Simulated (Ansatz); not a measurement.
The parent structure is SnC in the rock salt structure (space group Fm-3m, No. 225; a = 4.7451 Å; a hypothetical phase, not in the database extracts checked; relaxed with 0.1 eV smearing). Axes: x, y, z lie along the cube axes.

Calculations: PBEsol (Ansatz, a first-principles code), no spin-orbit coupling.

A first run, uniaxial strain ε_xx = +1.10 %, gives secant values C11 ≈ 250 GPa and C12 ≈ 85 GPa from its stress. A second run applies isotropic strain −1.46 %.

### Question
What does linear elasticity predict for the bulk modulus −ΔP/(ΔV/V₀) in the second run, and what does the run give?

### Answer
Linear elasticity: (C11 + 2 C12)/3 = 140 GPa. The run gives 170 GPa; any difference comes from nonlinear terms at these strains and numerical noise.

Whether these cells are dynamically stable was not tested. The final runs are not spin-polarised.
